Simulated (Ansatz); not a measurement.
Formation energy of the localised charge states of Si_Ga+V_N in wurtzite GaN (start: the Ga site; N 1.98 Å away, along c; 96-site cell, 2×2×2 shifted sampling) against the Fermi level, Ga-rich (Δμ(Ga) = 0.00 eV, Δμ(N) = -0.88 eV, Δμ(Si) = -1.30 eV, bounded by beta Si3N4; only phases computed here count, gases as isolated molecules at 0 K). The numbers are results of PBE, PAW (plane waves to 420 eV; Ansatz, a quantum-chemistry and plane-wave program), not measurements.

Charges with a result: +2, +1, 0, −1. Others weren't obtained, and one of them could lie lower, also by skipping a charge.

Cell and caveats: 96-site cell; 2×2×2 shifted k-points; host gap 1.71 eV; charged states image-corrected; finite-size errors of tenths of an eV; flagged in the runs: a host whose relaxation on this sampling wasn't shown to rest.

Left out: charge 0 (carrier in host band states); charge −1 (carrier in host band states).

```
E_F − E_VBM (eV)  q = +2  q = +1
----------------  ------  ------
0.00                0.50    2.02
0.21                0.92    2.23
0.43                1.35    2.44
0.64                1.78    2.66
0.86                2.21    2.87
1.07                2.63    3.08
1.28                3.06    3.30
1.50                3.49    3.51
1.71                3.92    3.73
```

Crossings of the lowest lines: (+2/+1) at 1.52 eV.
